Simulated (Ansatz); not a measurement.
## Al2Cu under a change: isotropic strain −1.86 %

The parent structure is Al$_{2}$Cu (space group I4/mcm, No. 140; a = 6.059 Å, c = 4.874 Å).

One thing is altered: the cell is scaled by 0.9814 in all directions, atoms relaxed at fixed cell.

All numbers come from PBE (Ansatz, an electronic-structure program), no spin-orbit coupling, earlier PAW set. Settings: 12×12×12 k-points, 0.05 eV Fermi–Dirac smearing.

```csv
quantity,base,changed,shift
volume per atom,14.91 Å³,14.10 Å³,-0.817 Å³
energy relative to the base (free energy F),0 meV/atom,+15 meV/atom,+15 meV/atom
"pressure (mean of the normal stresses, compression positive)",0.0 GPa,6.4 GPa,+6.4 GPa
band gap,zero,zero,–
```

Final structure:

```
CELL_PARAMETERS angstrom
     -2.97335     2.97335     2.39165
      2.97335    -2.97335     2.39165
      2.97335     2.97335    -2.39165
ATOMIC_POSITIONS crystal
  Al 0.65795 0.15795 0.81591
  Al 0.84205 0.65795 0.50000
  Al 0.15795 0.34205 0.50000
  Al 0.34205 0.84205 0.18409
  Cu 0.25000 0.25000 0.00000
  Cu 0.75000 0.75000 0.00000
```

No phonon test of stability was made. All final runs are without spin polarisation.
